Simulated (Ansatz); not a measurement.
The starting structures come from a database of crystals and need not be the phases stable at ambient conditions.

 Where the default PAW files enter, the runs use the earlier of Ansatz's two default sets.

Input:

```xyz
9
Lattice="5.0605 0.0000 0.0000 0.0000 5.5414 0.0000 2.5303 0.0000 4.3825" Properties=species:S:1:pos:R:3 pbc="T T T"
Si     2.5303     3.6942     0.0000
Si     1.2651     0.0000     2.1913
Si     3.7954     1.8471     2.1913
O      2.5303     0.9236     2.5541
O      4.1137     2.7707     3.4683
O      1.5835     4.6178     0.9142
O      5.0605     0.9236     1.8284
O      3.4770     2.7707     0.9142
O      6.0073     4.6178     3.4683
```

Space group of this cell: P6_422. The cell is taken as given.

Level of theory: r2SCAN (plane waves, PAW; Ansatz, a quantum-chemistry and plane-wave program).

The current runs along the normal of the first two printed vectors; no spin-orbit coupling. Scaled by the factor s: the length along the current (ions clamped). Meshes 8×6×8 and 6×6 across the current in all rows.

| s | mean pressure (GPa) | band gap (eV) |
|---|---|---|
| 0.97 | 6.3 | 6.40 |
| 1.00 | 0.1 | 6.31 |
| 1.03 | -5.2 | ? |

Q: Take the slope of the band gap against ln s from the two given rows, extrapolate to s = 1.03, and say what the run there gives.

A: Slope = (6.40 − 6.31) / ln 0.97 = -2.95 eV. The line gives 6.31 + (-2.95) × ln 1.03 = 6.22 eV. The run gives 6.12 eV, 0.10 eV under the line, 118 % of the predicted step.
